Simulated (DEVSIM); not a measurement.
System: abrupt GaAs n-p junction, at 300 K.

Layer 1 from the left is GaAs, thickness (μm) 8.80, Nd (cm⁻³) 6.1e15, τn (s) 2.9e-8, τp (s) 2.9e-8. Layer 2 from the left is GaAs, thickness (μm) 2.10, Na (cm⁻³) 1.6e15, τn (s) 2.9e-8, τp (s) 2.9e-8.

Left contact: ohmic. Right contact: ohmic. Voltage is applied to the left contact. Recombination: SRH at mid-gap. Mobility is μmin + (μ − μmin)/(1 + (N/Nref)^α).

Constants are typed, rounded textbook-type inputs, not results; the design itself was drawn at random and stands for no fabricated device. Values at 300 K.

GaAs: gap (eV) 1.424, affinity (eV) 4.07, permittivity 12.9, Nc (cm⁻³) 4.7e17, Nv (cm⁻³) 9e18, μn (cm²/Vs) 8500, μp (cm²/Vs) 400, μn,min 500, μp,min 20, Nref,n 6e16, Nref,p 1.5e17, αn 0.39, αp 0.38.

Simulated with DEVSIM: 1D drift-diffusion, Boltzmann statistics, complete ionisation; no tunnelling, impact ionisation, image-force lowering or self-heating.

Dark forward current:

```csv
|V| (V),|J| (A/cm²)
0.05,6.335e-11
0.10,2.212e-10
0.15,6.424e-10
0.20,1.785e-9
0.25,4.898e-9
0.30,1.343e-8
0.35,3.702e-8
0.40,1.035e-7
0.45,2.983e-7
0.50,9.160e-7
0.55,3.165e-6
0.60,1.303e-5
0.65,6.490e-5
0.70,0.0003738
0.75,0.002342
0.80,0.01528
0.85,0.1013
0.90,0.6719
0.95,4.337
1.00,24.45
1.05,95.12
1.10,237.8
1.15,445.2
1.20,710.8
1.25,1033
1.30,1412
```

Q: Work out the local ideality factor n = ΔV / (kT/q · ln(J2/J1)) between the rows 0.15 and 0.20 V, 0.85 and 0.90 V, 1.25 and 1.30 V.

A: kT/q = 25.85 mV. From 0.15 to 0.20 V: ln(1.785e-9/6.424e-10) = 1.022, n = 1.89, near the 2 of recombination in the depletion region. From 0.85 to 0.90 V: ln(0.6719/0.1013) = 1.892, n = 1.02, near the 1 of diffusion or emission over a barrier. From 1.25 to 1.30 V: ln(1412/1033) = 0.313, n = 6.19.

Q: Estimate the current at 0.80 V from the Shockley equation with J0 = Σ q ni² D/(N L) coth(W/L), τ joining the SRH, radiative and Auger lifetimes that are on, and W taken as the whole layer.

A: ni² = 5.04e12 cm⁻⁶; holes in the n layer: μ = 313 cm²/Vs, D = 8.10 cm²/s, τ = 2.90e-8 s, L = 4.85 μm, W/L = 1.8, term 2.33e-18 A/cm²; electrons in the p layer: μ = 6930 cm²/Vs, D = 179 cm²/s, τ = 2.90e-8 s, L = 22.8 μm, W/L = 0.092, term 4.32e-16 A/cm². J0 = 4.34e-16 A/cm², and J = J0 exp(qV/kT) = 0.0120 A/cm². The simulation gives 0.0153 A/cm²; the estimate lies 22 % below. The estimate leaves out recombination in the depletion region and that region's share of W.
